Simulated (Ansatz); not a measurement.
Consider FeSi (space group P2_13, No. 198; non-magnetic).

```cif
data_Fe4Si4
_chemical_formula_sum 'Fe4 Si4'
_space_group_name_H-M_alt 'P 1'
_space_group_IT_number 1
_cell_length_a 4.44801
_cell_length_b 4.44801
_cell_length_c 4.44801
_cell_angle_alpha 90.000
_cell_angle_beta 90.000
_cell_angle_gamma 90.000
loop_
_space_group_symop_operation_xyz
  'x, y, z'
loop_
_atom_site_label
_atom_site_type_symbol
_atom_site_fract_x
_atom_site_fract_y
_atom_site_fract_z
_atom_site_occupancy
Fe1 Fe 0.13618 0.13618 0.13618 1
Fe2 Fe 0.63618 0.36382 0.86382 1
Fe3 Fe 0.86382 0.63618 0.36382 1
Fe4 Fe 0.36382 0.86382 0.63618 1
Si1 Si 0.84091 0.84091 0.84091 1
Si2 Si 0.34091 0.65909 0.15909 1
Si3 Si 0.15909 0.34091 0.65909 1
Si4 Si 0.65909 0.15909 0.34091 1
```

The values are results of DFT with PBE, PAW potentials and a 420 eV plane-wave cutoff in Ansatz (a first-principles code), spin-orbit coupling left out, not measurements.

Base values:

* **Lattice parameter a**: 8.406 bohr

One thing is altered: cell and atoms relaxed at a pressure of 1.5 GPa.

### Question
How does this affect the lattice parameter a?

### Answer
The lattice parameter a shrinks by 0.019 bohr, from 8.406 bohr to 8.387 bohr.

Load acts through the strain it causes; cell and atoms are relaxed under it. Whether these cells are dynamically stable was not tested. Seeded moments were not kept for the base. All final runs are without spin polarisation.
